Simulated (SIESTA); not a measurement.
Worked example: self-consistent single point of SrH16O10 (P-1, 27 atoms in the cell) in SIESTA.

Method of the run: LDA PW92, numerical atomic orbitals DZP, PseudoDojo LDA standard norm-conserving potentials (rewritten from UPF to PSML) run with SIESTA.

```
CELL_PARAMETERS angstrom
      5.93870     0.00000     0.00000
      0.16262     6.54881     0.00000
      0.21656     0.34858     6.68079
ATOMIC_POSITIONS crystal
  Sr 0.00000 0.00000 0.00000
  H  0.25176 0.67113 0.67561
  H  0.74824 0.32887 0.32439
  H  0.40868 0.79003 0.80023
  H  0.59132 0.20997 0.19977
  H  0.30905 0.32559 0.34519
  H  0.69095 0.67441 0.65481
  H  0.27865 0.08266 0.31361
  H  0.72135 0.91734 0.68639
  H  0.27083 0.69021 0.35386
  H  0.72917 0.30979 0.64614
  H  0.42714 0.81028 0.20764
  H  0.57286 0.18972 0.79236
  H  0.30443 0.35145 0.68593
  H  0.69557 0.64855 0.31407
  H  0.28396 0.34979 0.92701
  H  0.71604 0.65021 0.07299
  O  0.36933 0.48842 0.50065
  O  0.63067 0.51158 0.49935
  O  0.24527 0.76600 0.78727
  O  0.75473 0.23400 0.21273
  O  0.28484 0.21812 0.24165
  O  0.71516 0.78188 0.75835
  O  0.26694 0.81340 0.25676
  O  0.73306 0.18660 0.74324
  O  0.27663 0.25936 0.81655
  O  0.72337 0.74064 0.18345
```

Reference input (self-consistent single point, DFT, LDA PW92, numerical atomic orbitals DZP, PseudoDojo LDA standard norm-conserving potentials (rewritten from UPF to PSML)): XC.functional = LDA; XC.authors = PW92; potentials = PseudoDojo LDA standard; PAO.BasisSize = DZP; PAO.EnergyShift = 0.01 Ry; MeshCutoff = 400 Ry; kgrid.MonkhorstPack = 6 5 5; OccupationFunction = FD; ElectronicTemperature = 0.01 eV; MaxSCFIterations = 150; SCF.Mixer.Method = Broyden; SCF.Mixer.Weight = 0.2. This run's input differs from it in these lines:

```diff
@@ -51,3 +51,3 @@
 PAO.BasisSize                DZP
-PAO.EnergyShift              0.01 Ry
+PAO.EnergyShift              0.002 Ry
 MeshCutoff                   400 Ry
```

The program printed (abridged):

```
        iscf     Eharris(eV)        E_KS(eV)     FreeEng(eV)     dDmax    Ef(eV) dHmax(eV)
   scf:    1    -5637.245851    -5663.992404    -5663.992404  1.820726 -5.309617  9.606067
   scf:    2    -5682.201041    -5674.187235    -5674.187235  0.191408 -5.507325  4.847047
   scf:    3    -5678.459812    -5677.503793    -5677.503793  0.193511 -5.864895  0.969508
   scf:    4    -5677.591453    -5677.572345    -5677.572345  0.016891 -6.045691  0.385397
   scf:    5    -5677.475511    -5677.543893    -5677.543893  0.022287 -6.096290  0.425767
   scf:    6    -5677.592850    -5677.584782    -5677.584782  0.016974 -6.120929  0.081686
   [... lines left out ...]
   scf:   10    -5677.585684    -5677.585683    -5677.585683  0.000152 -6.093228  0.001083
   scf:   11    -5677.585684    -5677.585683    -5677.585683  0.000067 -6.092780  0.000429
   scf:   12    -5677.585684    -5677.585684    -5677.585684  0.000039 -6.092596  0.000256
   scf:   13    -5677.585684    -5677.585684    -5677.585684  0.000024 -6.092531  0.000172
   scf:   14    -5677.585684    -5677.585684    -5677.585684  0.000016 -6.092515  0.000128
   scf:   15    -5677.585684    -5677.585684    -5677.585684  0.000011 -6.092512  0.000126
   scf:   16    -5677.585684    -5677.585684    -5677.585684  0.000008 -6.092524  0.000109
SCF Convergence by DM+H criterion
max |DM_out - DM_in|         :     0.0000076182
max |H_out - H_in|      (eV) :     0.0001089855
SCF cycle converged after 16 iterations

Using DM_out to compute the final energy and forces

siesta: E_KS(eV) =            -5677.5857

siesta: E_KS - E_eggbox =     -5677.5857

siesta: Atomic forces (eV/Ang):
     1   -0.000000   -0.000000   -0.000000
     2    0.048671   -0.452188   -0.507167
     3   -0.048671    0.452188    0.507167
   [... 24 lines left out ...]
   Tot    0.000000   -0.000000   -0.000000
   Max    1.251142
   Res    0.447941    sqrt( Sum f_i^2 / 3N )
   Max    1.251142    constrained

Stress tensor Voigt[x,y,z,yz,xz,xy] (kbar):       35.58       15.17        9.85       -4.69       -1.24       -4.11
(Free)E + p*V (eV/cell)    -5680.8613
Target enthalpy (eV/cell)    -5677.5857

   [... lines left out ...]
siesta: FreeEng =     -5677.585684
siesta: Cell volume =        259.825358 Ang**3
siesta:         -20.19879165        -25.15108934  kBar
   [... lines left out ...]
              0.013   0.001   0.004   0.013   0.010
  19  6.292   1.874  -0.022   1.744   1.714   0.895  -0.040  -0.019   0.106
   [... 17 lines left out ...]

mulliken: Qtot =       86.000

Mulliken Atomic Populations:
Atom #   charge [q] valence [e]  Species
     1     1.653167    8.346833  Sr
     2    -0.010649    1.010649  H
     3    -0.010649    1.010649  H
     4     0.005926    0.994074  H
   [... 23 lines left out ...]
 Total    -0.000000
```

The run converged in 16 iterations. Against the reference run the free energy falls by 84.1 meV/atom, the pressure goes from -3.57 to -2.02 GPa, the largest force goes from 1.290 to 1.259 eV/Å and the gap on the mesh goes from 3.299 to 3.155 eV.

The starting cell comes from a database of computed structures (which also holds hypothetical and non-ambient phases and stackings), without a prior relaxation at this level. Values carry the incompleteness of an atom-centred basis. The basis of the alkali or alkaline-earth atoms may lack their empty d shell, which can raise the gap. Forces in this geometry exceed 1 eV/Å.

Cost on one core of a shared machine: roughly 2 min.
